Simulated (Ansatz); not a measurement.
A self-consistent single point of CuPt7 (P1, 8 atoms in the cell) with Ansatz (an electronic-structure program).

Method of the run: PBEsol, PAW files made with PBE (plane waves; Ansatz).

The change in words: atoms moved at random. Reference geometry:
```
CuPt7
1.0
    0.00000     3.99859     3.99859
    3.99859     0.00000     3.99859
    3.99859     3.99859     0.00000
Cu Pt
1 7
Direct
  0.50000   0.50000   0.50000
  0.00000   0.00000   0.00000
  0.00000   0.50000   0.00000
  0.50000   0.00000   0.00000
  0.50000   0.00000   0.50000
  0.00000   0.50000   0.50000
  0.00000   0.00000   0.50000
  0.50000   0.50000   0.00000
```

Reference input (self-consistent single point, DFT, PBEsol, plane waves, PAW files made with PBE): basis.ecutwfc = 30.9 Ry; kpoints.mp_grid.grid = 7 7 7; hamiltonian.xc = pbesol; hamiltonian.pseudopotentials = {kind: paw} (an earlier, softer set of the program's PAW files); scf.occupations.method = gaussian; scf.occupations.width = 0.0073 Ry. This run's input differs from it in these lines:

Ansatz 0.2 input:
```diff
@@ -6,10 +6,10 @@
   atoms:
-    - { symbol: Cu, position: [0.500000, 0.500000, 0.500000] }
-    - { symbol: Pt, position: [0.000000, 0.000000, 0.000000] }
-    - { symbol: Pt, position: [0.000000, 0.500000, 0.000000] }
-    - { symbol: Pt, position: [0.500000, 0.000000, 0.000000] }
-    - { symbol: Pt, position: [0.500000, 0.000000, 0.500000] }
-    - { symbol: Pt, position: [0.000000, 0.500000, 0.500000] }
-    - { symbol: Pt, position: [0.000000, 0.000000, 0.500000] }
-    - { symbol: Pt, position: [0.500000, 0.500000, 0.000000] }
+    - { symbol: Cu, position: [0.505521, 0.495851, 0.507261] }
+    - { symbol: Pt, position: [-0.002455, -0.006364, -0.003160] }
+    - { symbol: Pt, position: [-0.010139, 0.528248, -0.006055] }
+    - { symbol: Pt, position: [0.501393, -0.002647, 0.001971] }
+    - { symbol: Pt, position: [0.495196, -0.003334, 0.516028] }
+    - { symbol: Pt, position: [-0.000017, 0.494752, 0.489774] }
+    - { symbol: Pt, position: [0.011133, 0.001302, 0.489075] }
+    - { symbol: Pt, position: [0.499367, 0.492192, 0.005105] }
 basis:
```

Output, abridged:

```
SCF iter   1: F=—  HF=-93291.367271 eV  |F-HF|=—  |Δ(HF+E_count)|=         —  Δρ=1.14e-1  dr2=2.13e1  ethr=3.10e-3  ⟨swp⟩=4.7  Hψ=44133  notcnv=0  defer=323
all-band conjugate gradients solve this SCF's bands
preconditioner: auto → Kerker (q_TF=auto, 2.786 Å⁻¹)
SCF iter   2: F=—  HF=-93287.483045 eV  |F-HF|=—  |Δ(HF+E_count)|=    3.88e0  Δρ=5.41e-2  dr2=5.15e0  ethr=3.10e-3  ⟨swp⟩=2.0  Hψ=25083  notcnv=0  defer=932
   [... lines left out ...]
SCF iter   8: F=—  HF=-93286.224276 eV  |F-HF|=—  |Δ(HF+E_count)|=   4.96e-4  Δρ=1.60e-4  dr2=5.02e-5  ethr=3.01e-6  ⟨swp⟩=1.9  Hψ=15052  notcnv=0  defer=1024
SCF iter   9: F=—  HF=-93286.224272 eV  |F-HF|=—  |Δ(HF+E_count)|=   3.79e-6  Δρ=7.17e-5  dr2=5.79e-6  ethr=3.46e-8  ⟨swp⟩=2.0  Hψ=26861  notcnv=0  defer=1024
SCF iter  10: F=—  HF=-93286.224271 eV  |F-HF|=—  |Δ(HF+E_count)|=   8.79e-7  Δρ=9.71e-6  dr2=1.25e-7  ethr=3.99e-9  ⟨swp⟩=2.0  Hψ=25999  notcnv=0  defer=1024
SCF iter  11: F=-93286.224271 eV  HF=-93286.224271 eV  |F-HF|=4.26e-9  |Δ(HF+E_count)|=   1.57e-8  Δρ=2.33e-6  dr2=9.02e-9  ethr=6.90e-11  ⟨swp⟩=9.0  Hψ=52637  notcnv=0
SCF 1 converged in 11 iterations: F = -93286.224271 eV  dr2 = 9.02e-9
Free energy (F): -93286.224271 eV
Internal energy: -93286.172177 eV  (E = F + TS)
E sigma→0 (E₀):  -93286.198224 eV
Entropy (-TS):   -0.052094 eV (-6.512 meV/atom)
Fermi energy:    20.000011 eV
--- Forces (eV/Å), atoms counted from 1 ---
  atom   1  Cu    -0.04066446    -0.15952307    -0.11262440
  atom   2  Pt     0.82940729     0.17357342     0.64107307
  atom   3  Pt    -1.24821779     0.30033755    -0.80902829
  atom   4  Pt     0.25662678    -0.34973997    -0.07404635
  atom   5  Pt    -0.43430424    -0.16945890     0.33321203
  atom   6  Pt     0.72478854     0.43207621     0.14089536
  atom   7  Pt    -0.07635712    -0.32948467    -0.37129081
  atom   8  Pt    -0.01127848     0.10221148     0.25180493
--- Stress (GPa, compression-positive) ---
      -17.846007      -0.069953       0.317823
       -0.069953     -18.399824       0.006721
        0.317823       0.006721     -18.053571
  P = ⅓ Tr σ = -18.0998 GPa (-180.998 kbar)
  The stress holds the Pulay correction. Without it, at fixed plane waves, as pw.x and ABINIT print it: P = -18.1659 GPa
```

The run converged in 11 iterations. Against the reference run the free energy goes up by 23.8 meV/atom, the pressure goes from -19.35 to -18.10 GPa and the largest force goes from 0.000 to 1.517 eV/Å.

The starting cell comes from a database of computed structures (which also holds hypothetical and non-ambient phases and stackings), without a prior relaxation at this level. Its lattice was rescaled by a random factor within 2.5 % of one. For this run, on top of that: atoms moved at random. Spin polarisation is off. With a pressure of about -18 GPa the cell is away from its equilibrium volume at this level. Forces in this geometry exceed 1 eV/Å. Ansatz's pressure includes its estimate of the finite-basis (Pulay) stress.

Cost on one core of a shared machine: roughly 3 min.
